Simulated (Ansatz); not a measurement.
```xyz
2
Lattice="0.0000 2.4281 2.4281 2.4281 0.0000 2.4281 2.4281 2.4281 0.0000" Properties=species:S:1:pos:R:3 pbc="T T T"
N      0.0000     0.0000     0.0000
Y      2.4281     2.4281     2.4281
```

The cell was generated from a structure type, relaxed within its symmetry, and need not be the phase found at ambient conditions. At this level the gap is small or closed, and a narrow smearing was used.

Problem. By how much do the lattice constants and the volume change from 300 K to 750 K (quasi-harmonic lattice dynamics, Ansatz, an electronic-structure program, PBEsol functional, plane-wave PAW), and how far does the bulk modulus soften?

Solution. a by 0.48 %, the volume by 1.46 %; B_T goes from 161 to 145 GPa. No phase change or melting is allowed for: the numbers belong to this structure as given.
